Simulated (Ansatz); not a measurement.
Variants of one calculation on CrCoGe (P6_3/mmc, 6 atoms in the cell)

```
CELL_PARAMETERS angstrom
      4.09282     0.00000     0.00000
     -2.04641     3.54448     0.00000
      0.00000     0.00000     5.14603
ATOMIC_POSITIONS crystal
  Ge 0.33333 0.66667 0.75000
  Ge 0.66667 0.33333 0.25000
  Co 0.33333 0.66667 0.25000
  Co 0.66667 0.33333 0.75000
  Cr 0.00000 0.00000 0.00000
  Cr 0.00000 0.00000 0.50000
```
Moments meant for the start (each program seeds them in its own way; μB, in the order of the atoms Ge Ge Co Co Cr Cr): 0.0 0.0 3.0 3.0 3.0 3.0.

Base run A: LDA (PW92), default PAW files made with PBE run with Ansatz (a first-principles code), self-consistent single point.

Its settings: basis.ecutwfc = 30.9 Ry; kpoints.mp_grid.grid = 6 6 5; hamiltonian.xc = lda; hamiltonian.pseudopotentials = {kind: paw} (the program's default PAW files); magnetization.spin_polarized = true; scf.occupations.method = cold; scf.occupations.width = 0.02 Ry.

The starting cell comes from a database of published, mostly measured structures (it also holds non-ambient and calculated ones), without a prior relaxation at this level. Its lattice was rescaled by a random factor within 2.5 % of one. The magnetic order is the one reached from the typed start; others were not searched systematically. The program warned that, by what it read of turns of the moments, another magnetic order lies lower. In the base run, with a pressure of about -16 GPa the cell is away from its equilibrium volume at this level. Ansatz's pressure includes its estimate of the finite-basis (Pulay) stress.

ΔF is the free energy per atom less that of run A. 

Run A gave: pressure (GPa) -15.69; size of the net moment (μB/atom) 0.72; k-points 21.

Runs:
- B: kpoints.mp_grid.grid: 6 6 5 → 5 5 4
- C: kpoints.mp_grid.grid: 6 6 5 → 8 8 5; scf.occupations.width: 0.02 Ry → 0.0073 Ry
- D: scf.occupations.method: cold → gaussian; scf.occupations.width: 0.02 Ry → 0.0147 Ry
- E: kpoints.mp_grid.grid: 6 6 5 → 10 10 7
- F: scf.mixing.preconditioner: default (the program chose Kerker) → resta; scf.mixing.eps_inf: default → 10
- G: scf.eigensolver.kind: default (the program chose band_cg) → davidson
- H: scf.mixing.algorithm: default (the program chose MSR1) → broyden; scf.mixing.beta: default → 0.1

Question: What does run C change against A?

Answer: The free energy falls by 3.6 meV/atom, the pressure goes from -15.69 to -15.36 GPa and the size of the net moment moves little (0.72 to 0.74 μB/atom).

Question: What does run E change against A?

Answer: The free energy hardly moves (within 1 meV/atom), the pressure goes from -15.69 to -15.80 GPa and the size of the net moment moves little (0.72 to 0.71 μB/atom).

Question: What does run D change against A?

Answer: The free energy falls by 15.3 meV/atom, the pressure hardly changes (-15.69 to -15.63 GPa) and the size of the net moment moves little (0.72 to 0.70 μB/atom).

```csv
run,ΔF (meV/atom),pressure (GPa),size of the net moment (μB/atom),k-points
A,0.00,-15.69,0.72,21
B,-0.97,-15.68,0.72,15
C,-3.6,-15.36,0.74,30
D,-15.3,-15.63,0.70,21
E,-0.58,-15.80,0.71,56
F,0.00,-15.69,0.72,21
G,0.00,-15.69,0.72,21
H,0.00,-15.69,0.72,21
```

Keys are those of Ansatz 0.2.
